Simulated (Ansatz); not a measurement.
Consider this model of amorphous Zr20O42Ti.

```xyz
63
Lattice="9.3397 0.0000 0.0000 0.0000 9.3397 0.0000 0.0000 0.0000 9.3397" Properties=species:S:1:pos:R:3 pbc="T T T"
Zr     3.3714     7.0195     5.6937
Zr     6.7098     1.1685     0.4134
Zr     8.0411     7.0130     1.1705
Zr     5.8362     2.2405     3.4842
Zr     9.3160     3.8579     1.9399
Zr     0.5662     0.8877     0.6263
Zr     4.9189     0.8411     6.8419
Zr     1.7686     2.5044     7.1994
Zr     2.8108     4.0670     3.9176
Zr     5.8121     5.0553     1.5831
Zr     3.6496     2.7454     0.9376
Zr     1.9906     0.8545     3.7317
Zr     5.2465     8.2775     3.4362
Zr     4.3544     7.9556     9.0816
Zr     2.0387     7.0904     2.1012
Zr     1.0275     6.1801     8.2620
Zr     8.3010     1.0857     6.3890
Zr     9.2518     7.5642     4.9792
Zr     6.6773     6.8209     7.0777
Zr     8.2100     4.0684     5.0212
O      3.4577     8.8729     7.0238
O      1.7583     9.0840     1.8738
O      3.9891     2.6376     7.3902
O      4.6540     0.6960     0.1314
O      0.5951     5.9104     1.0481
O      2.3677     2.3757     5.1511
O      4.4044     4.5105     0.1002
O      8.4775     2.3579     0.6435
O      5.3536     7.2334     5.1720
O      6.6026     6.8215     2.6635
O      5.1438     0.7309     4.8413
O      1.6502     4.3509     7.9525
O      7.7431     8.4746     5.9975
O      9.3011     2.9708     6.2994
O      2.5774     6.1129     3.8278
O      7.5043     3.6352     3.1410
O      0.4478     0.9233     7.7850
O      4.8097     4.2407     3.2652
O      3.5090     4.8523     5.8127
O      5.9075     8.5669     7.7860
O      8.2076     9.0131     0.6084
O      0.4454     0.2608     4.9390
O      0.0290     7.4029     2.9907
O      2.3545     7.3288     9.2478
O      4.1344     7.4876     1.8302
O      2.1491     1.9740     9.2286
O      3.6697     1.9664     2.8731
O      3.1420     8.5059     4.1150
O      0.7474     1.9411     2.4838
O      6.8073     1.5359     7.7474
O      7.0767     2.3089     5.1866
O      0.5442     4.3418     3.9011
O      8.0310     6.0015     5.5506
O      8.4359     6.7332     8.2885
O      6.0787     6.7447     0.1455
O      4.3425     6.4530     7.5354
O      6.3198     0.4804     2.5146
O      2.2604     4.0461     1.8748
O      7.7003     4.9380     1.0116
O      6.2222     4.6942     6.9609
O      5.8006     2.7878     1.3365
O      1.3430     6.9739     6.3444
Ti     4.5212     4.5254     7.4098
```

Method: PBE, scalar-relativistic without spin-orbit coupling (plane waves to 420 eV, PAW; Ansatz, a program for electronic structure).

A CHGNet melt-quench gave the starting glass, which DFT then relaxed. O atoms were pushed apart under 1.9 Å during the dynamics, to hinder bonds among them. The hot cell started wider than the set density and was brought back towards it in steps. It is the lowest in DFT energy of 2 quenches. It is a model cell: composition and starting density were chosen by hand, and all elements were melted together. No dispersion term was used. Its density started from a set value of 5.21 and ended at 5.19 g/cm³. The quench (nominally 380 K/ps over its main leg) was far faster than any real one, so the model tends to hold more defects than a real film. Values belong to this one cell and scatter from quench to quench. The volume was free in the relaxation, at fixed shape. Stress components on the final sampling reach 2.0 GPa. Cycles of charging lowered its energy after that relaxation.

Neighbours within Zr-Zr 3.41 Å, Zr-O 2.56 Å, Zr-Ti 3.27 Å, O-O 1.58 Å, O-Ti 2.49 Å, Ti-Ti 3.12 Å count as bonded. Two cations that share two anions don't count as bonded, nor two that share one unless they lie closer than Zr-Zr 3.32 Å, Zr-Ti 3.18 Å, Ti-Ti 3.04 Å.

**Question.** Give the coordination numbers, mean bond lengths and angles.

**Answer.** 
Mean coordination of Zr by anions: 6.20 (4 with 5, 9 with 6, 6 with 7, 1 with 8)
Mean coordination of O: 3.07 (2 with 2, 35 with 3, 5 with 4)
Mean coordination of Ti by anions: 5.00 (1 with 5)
Mean Zr-O bond: 2.143 Å (spread 0.103 Å, 124 counted)
Mean O-Ti bond: 1.924 Å (spread 0.087 Å, 5 counted)
Bond angle at Zr: mean 102.5°, spread 28.4°
Bond angle at O: mean 115.2°, spread 16.4°
Bond angle at Ti: mean 106.4°, spread 24.5°

**Question.** List the pairs of like atoms that count as bonded by the rules above.

**Answer.** There are none by these rules.
